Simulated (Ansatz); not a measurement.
# CeO2: pressure series

The reference is CeO$_{2}$ in the fluorite structure (space group Fm-3m, No. 225).

```xyz
3
Lattice="0.0000 2.7187 2.7187 2.7187 0.0000 2.7187 2.7187 2.7187 0.0000" Properties=species:S:1:pos:R:3 pbc="T T T"
Ce     0.0000     0.0000     0.0000
O      1.3593     1.3593     1.3593
O      4.0780     4.0780     4.0780
```

Cell and atoms are relaxed at each pressure.

Calculations: Ansatz (an electronic-structure program) r2SCAN, no spin-orbit coupling.

Two rows of this table had their results exchanged by mistake.

```tsv
pressure	volume per atom (Å³)	shortest distance (Å)	band gap
pressure −2 GPa	13.54	2.363	2.16 eV
pressure −1 GPa	13.47	2.359	2.18 eV
pressure 0.9 GPa	13.33	2.351	2.21 eV
pressure 2.1 GPa	13.25	2.346	2.23 eV
pressure 4.5 GPa	13.10	2.337	2.27 eV
pressure 9 GPa	12.84	2.321	2.34 eV
pressure 15 GPa	11.88	2.262	2.60 eV
pressure 22.5 GPa	12.18	2.281	2.52 eV
pressure 30 GPa	12.52	2.302	2.42 eV
```

Problem. Which two?

Solution. The rows for pressure 15 GPa and pressure 30 GPa: the volume has to fall steadily with pressure, so 12.52 Å³ belongs to pressure 15 GPa and 11.88 Å³ to pressure 30 GPa.

Load acts through the strain it causes; cell and atoms are relaxed under it. No phonon test of stability was made. Competing high-pressure phases were not computed. Starting moments died away, wholly or in part, for the base; another magnetic solution may exist. All final runs are without spin polarisation.
